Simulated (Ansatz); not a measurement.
InSb: isotropic strain −1.50 %

The reference is InSb in the zinc blende structure (space group F-43m, No. 216; a = 6.635 Å).

Modification: the cell is scaled by 0.9850 in all directions; the atoms relax in the strained cell.

Level of theory: PBE (Ansatz, a quantum-chemistry and plane-wave program, PAW, without spin-orbit coupling). k-mesh 12×12×12 (Γ-centred); smearing 0.05 eV (Fermi–Dirac).

* **Volume per atom**: 34.90 Å³ (base 36.51 Å³)
* **Shortest interatomic distance**: 2.830 Å (base 2.873 Å)
* **Energy relative to the base (free energy F)**: +9.0 meV/atom
* **Pressure**: 1.9 GPa (base 0.0 GPa)
* **Band gap**: zero (base zero)

Spin-orbit coupling, missing from the scalar runs, can matter with Sb. No phonon test of stability was made. All final runs are without spin polarisation. A zero or small gap of InSb can be the functional's error rather than a property of the material.
